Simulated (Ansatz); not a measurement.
## A computed series for KTaO3: pressure series

Consider KTaO3 in the cubic perovskite structure (space group Pm-3m, No. 221; a = 4.0232 Å).

Cell and atoms are relaxed at each pressure.

The values are results of PBE in Ansatz (plane waves to 420 eV, PAW, spin-orbit coupling left out), earlier PAW set, not measurements.

| pressure (GPa) | band gap (eV) |
|---|---|
| -2 | 2.15 |
| -1 | 2.16 |
| 0 | 2.17 |
| 1.8 | ? |
| 4.2 | 2.22 |
| 9 | 2.27 |
| 18 | 2.35 |

Fit E_g = E₀ + αP + βP² to the rows shown and predict the withheld row.

Least squares on the printed values gives E₀ = 2.17 eV, α = 11.7 meV/GPa, β = -0.10 meV/GPa² (largest residual 0.00 eV); this predicts 2.19 eV, and the run gives 2.19 eV, in agreement.

Spin-orbit coupling, missing from the scalar runs, can matter with Ta. Load acts through the strain it causes; cell and atoms are relaxed under it. No phonon test of stability was made. No other phases were tried under pressure.

Ansatz is a quantum-chemistry and plane-wave program.
